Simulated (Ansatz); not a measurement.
Start from CuAu (space group P4/mmm, No. 123; relaxed with 0.1 eV smearing).

```xyz
2
Lattice="2.8129 0.0000 0.0000 0.0000 2.8129 0.0000 0.0000 0.0000 3.5930" Properties=species:S:1:pos:R:3 pbc="T T T"
Cu     0.0000     0.0000     0.0000
Au     1.4064     1.4064     1.7965
```

Cartesian axes are those of the cell as printed.

Calculations: Ansatz (a program for electronic structure) PBEsol, no spin-orbit coupling.

Now apply this change: the cell is stretched by 2.00 % along z with no lateral relaxation; the atoms relax in the strained cell.

Question: Predict the stress tensor and what it implies for the stiffness.

Answer: Stress of the strained cell less that of the base (GPa, compression positive):
```
   -3.0     0.0     0.0
    0.0    -3.0     0.0
    0.0     0.0    -3.5
```

Then −Δσ_ii/ε with ε = 0.0200 gives secant stiffness values (nonlinear terms included at this strain): C33 ≈ 175 GPa, C13 ≈ 149 GPa and C23 ≈ 149 GPa.

No phonon test of stability was made. All final runs are without spin polarisation.
